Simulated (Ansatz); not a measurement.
```
CELL_PARAMETERS angstrom
      0.00000     4.29807     4.29807
      4.28212     0.00000     4.29807
      4.28212     4.29807     0.00000
ATOMIC_POSITIONS crystal
  V  0.00000 0.00000 0.00000
  Nb 0.00000 0.00000 0.50000
  Nb 0.00000 0.50000 0.00000
  V  0.00000 0.50000 0.50000
  V  0.50000 0.00000 0.00000
  Nb 0.50000 0.00000 0.50000
  Nb 0.50000 0.50000 0.00000
  V  0.50000 0.50000 0.50000
  N  0.25000 0.25000 0.25000
  N  0.25000 0.25000 0.75000
  N  0.25000 0.75000 0.25000
  N  0.25000 0.75000 0.75000
  N  0.75000 0.25000 0.25000
  N  0.75000 0.25000 0.75000
  N  0.75000 0.75000 0.25000
  N  0.75000 0.75000 0.75000
```

The mixing enthalpy is taken against the end members in the rock salt type (which need not be the stable form of NbN), relaxed in the same cell and mesh, with VN and NbN held in the symmetric form, which may not be a minimum.

Computed with PBE (plane waves to 420 eV, PAW; Ansatz, a program for electronic structure). No spin–orbit coupling; the runs are not spin-polarised. Its k-point mesh 5×5×5, Fermi–Dirac width 0.05 eV.

### Question
Give the composition and order of this alloy cell, and its volume, bond lengths and mixing enthalpy.

### Answer
A 16-atom cell of (V,Nb)N started in the rock salt structure, site fractions V 0.500, Nb 0.500, short-range order -0.33 in the first shell of the mixed sites (0 is random, a negative value favours unlike neighbours), space group P4/mmm at the end, an ordered arrangement that its symmetry holds.
| Item | Value |
|---|---|
| volume per atom | 9.89 Å³ |
| N–V bonds | 2.146 Å on average, from 2.141 to 2.149 (24) |
| N–Nb bonds | 2.146 Å on average, from 2.141 to 2.149 (24) |
| mixing enthalpy per site of the mixed sublattice | 67 meV |
| departure of the mean lattice parameter from Vegard's line | +0.6 % |
